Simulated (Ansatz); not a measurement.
Seebeck coefficient (μV/K, mean over directions) of p-type GaP (F-43m) against carrier density, r2SCAN with spin-orbit coupling, rigid bands run with Ansatz (a first-principles code). Computed gap 1.82 eV; densities at which minority carriers matter at this gap, or further valleys turn the trend, are left out. Conductivity mass 0.48 mₑ (harmonic mean over directions), N_v = 2.3e19 cm⁻³ at 300 K.

| hole density | 300 K | 500 K |
|---|---|---|
| 1e16 cm⁻³ | 908 | (withheld) |
| 1e17 cm⁻³ | (withheld) | 792 |
| 1e18 cm⁻³ | 512 | 594 |
| 3e18 cm⁻³ | 418 | 500 |
| 1e19 cm⁻³ | 319 | 397 |
| 3e19 cm⁻³ | 233 | 306 |
| 1e20 cm⁻³ | 152 | 212 |
| 3e20 cm⁻³ | 90 | 135 |
| 1e21 cm⁻³ | 42 | (withheld) |

Q: Some entries are withheld; supply them.

A: 
- 1e16 cm⁻³, 500 K: 991
- 1e17 cm⁻³, 300 K: 710
- 1e21 cm⁻³, 500 K: 69

Rigid bands with a gap fixed in temperature, one relaxation time for all states, no polarons or phonon drag, and whether or not such doping can be reached.
